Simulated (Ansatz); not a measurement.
An Ansatz (an electronic-structure program) run: CuAu with a change (isotropic strain +0.50 %); PBE in Ansatz (plane waves to 420 eV, PAW, scalar-relativistic without spin-orbit coupling).

Input:

Ansatz 0.2 input:
```yaml
crystal:
  lattice:
    - [2.8837562461, 0, 0]
    - [0, 2.8837562461, 0]
    - [0, 0, 3.6634561261]
  atoms:
    - { symbol: Cu, position: [0, 0, 0] }
    - { symbol: Au, position: [0.5, 0.5, 0.5] }
basis: { ecutwfc: 420, ecutrho_ratio: 4, xc_grid: 2, fft_grid_basis: typed }
kpoints: { mp_grid: { grid: [20, 20, 16] } }
hamiltonian:
  xc: pbe
  dispersion: none
  pseudopotentials: { kind: paw }
scf: { occupations: { method: fermi_dirac, width: 0.1 }, convergence: { dr2_threshold: 0.0000000002 } }
relax: { f_tol: 0.005, max_steps: 50 }
output: { forces: true, stress: true }
checkpoint: { write: state.ck, write_every: 1000 }
```

Output (explanatory and most iteration lines left out):

```
Relaxation: its limit of steps is 50 (relax.max_steps)
Pseudopotential: Cu, paw, valence charge 19
Pseudopotential: Au, paw, valence charge 19
Crystal: 2 atoms, lattice volume = 30.465 Å³
Basis set: ecut = 420 eV, 593 PW (Γ), exchange–correlation on 40×40×50 points (8 copies of the dense FFT grid, shifted against one another)
Bands: 23, of which v1, the nominal top of the filled ones, is band 19 counted from 1 (18 counted from 0)
Symmetry: 16 space group operations
Space group: P4/mmm (ITA 123), of the structure as read, at distance tolerance 3.1e-5 Å
k-points: 594 of 6400
Functional: x = pbe(κ = 0.804, μ = 0.2195149727645171), c = pbe(β = 0.06672455060314922)
SCF iter   1: F=—  HF=-19774.612131 eV  |F-HF|=—  |Δ(HF+E_count)|=         —  Δρ=2.60e-3  dr2=1.61e-3  ethr=1.77e-3  ⟨swp⟩=5.1  Hψ=51616  notcnv=0
SCF iter   2: F=—  HF=-19774.612561 eV  |F-HF|=—  |Δ(HF+E_count)|=   4.30e-4  Δρ=9.70e-4  dr2=2.68e-4  ethr=4.23e-6  ⟨swp⟩=2.0  Hψ=26589  notcnv=0
SCF 1 converged in 9 iterations: F = -19774.612590 eV  dr2 = 2.36e-11
relax step   1: F+E_penalty+E_count = -19774.61258988 eV  Δ(F+E_penalty+E_count) = +0.000e0 eV  max|allowed force component| = 4.418e-29 eV/Å  Δτ_max = 0.0000 Å  (9 SCF iters, accepted)
SCF converged after 9 iterations
Free energy (F): -19774.612590 eV
Internal energy: -19774.592529 eV  (E = F + TS)
E sigma→0 (E₀):  -19774.602559 eV
Entropy (-TS):   -0.020061 eV (-10.031 meV/atom)
Fermi energy:    17.881235 eV
--- Forces (eV/Å), atoms counted from 1 ---
  atom   1  Cu     0.00000000     0.00000000     0.00000000
  atom   2  Au     0.00000000     0.00000000     0.00000000
--- Stress (GPa, compression-positive) ---
       -2.025585       0.000000       0.000000
        0.000000      -2.025585       0.000000
        0.000000       0.000000      -1.993500
  P = ⅓ Tr σ = -2.0149 GPa (-20.149 kbar)
--- Relaxed structure (1 steps of the walk, 1 accepted, 0 SCFs on fresh bases) ---
  atoms:
    - { symbol: Cu, position: [0.0, 0.0, 0.0] }
    - { symbol: Au, position: [0.5, 0.5, 0.49999999999999994] }
```

Stability against distortions was not tested. All final runs are without spin polarisation. The cell was made from CuAu (space group P4/mmm, No. 123) by this change: isotropic strain +0.50 %.
